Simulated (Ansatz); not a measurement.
Base system: CoSi (space group P2_13, No. 198; non-magnetic).

```xyz
8
Lattice="4.3827 0.0000 0.0000 0.0000 4.3827 0.0000 0.0000 0.0000 4.3827" Properties=species:S:1:pos:R:3 pbc="T T T"
Co     0.6382     0.6382     0.6382
Co     2.8295     1.5531     3.7445
Co     3.7445     2.8295     1.5531
Co     1.5531     3.7445     2.8295
Si     3.6975     3.6975     3.6975
Si     1.5061     2.8765     0.6852
Si     0.6852     1.5061     2.8765
Si     2.8765     0.6852     1.5061
```

Cartesian axes are those of the cell as printed.

Calculations: r2SCAN (Ansatz, a quantum-chemistry and plane-wave program; PAW; 500 eV plane waves; without spin-orbit coupling), earlier PAW set.

Strains are applied to the cell and any free atomic positions relax; under biaxial strain the out-of-plane vector relaxes too.

One change was made to it. Results:

The energy goes up by 47 meV/atom; the pressure (mean of the normal stresses, compression positive) goes from zero to 16.3 GPa.

### Question
Which change produced these results?
(A) uniaxial strain ε_xx = −5.35 %
(B) biaxial strain −1.04 %, plane normal [111], relaxed out of plane
(C) uniaxial strain ε_xx = +3.67 %
(D) uniaxial strain ε_zz = +2.59 %
(E) tensor shear ε_yz = −2.32 %

### Answer
A, uniaxial strain ε_xx = −5.35 %. For comparison, the energy relative to the base in the other runs: biaxial strain −1.04 %, plane normal [111], relaxed out of plane gives +3.4 meV/atom; uniaxial strain ε_xx = +3.67 % gives +16 meV/atom; tensor shear ε_yz = −2.32 % gives +9.6 meV/atom; uniaxial strain ε_zz = +2.59 % gives +8.4 meV/atom.

Stability against distortions was not tested. Starting moments died away, wholly or in part, for the base; another magnetic solution may exist. The final runs are not spin-polarised.
